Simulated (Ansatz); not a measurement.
CaZrN2 (R-3m, No. 166, 4 atoms in the cell; start mp-1029267), treated with r²SCAN+SOC (PAW; Ansatz, an electronic-structure program).

Settings: plane-wave cutoff 560 eV, 12×12×12 k mesh, Fermi–Dirac smearing 0.01 eV, PAW data made under PBE.

Cell (relaxed with PBEsol):

```
CaZrN2
1.0
    1.64296     0.94856     5.55596
   -1.64296     0.94856     5.55596
    0.00000    -1.89713     5.55596
Ca Zr N
1 1 2
Cartesian
  0.00000   0.00000   0.00000
  0.00000   0.00000   8.33394
  0.00000   0.00000   3.97585
  0.00000   0.00000  12.69203
```

Task: Give the computed band gap, smallest direct gap on the k points sampled and direct gap at Γ.

Result: 
- band gap = 0.78 eV (indirect)
- smallest direct gap on the k points sampled = 1.41 eV
- direct gap at Γ = 3.03 eV

Note: cell and atoms aren't relaxed at this level (largest force component 0.05 eV/Å, pressure 4.1 GPa).

A start named mp-… is a Materials Project structure, which need not be a measured phase.
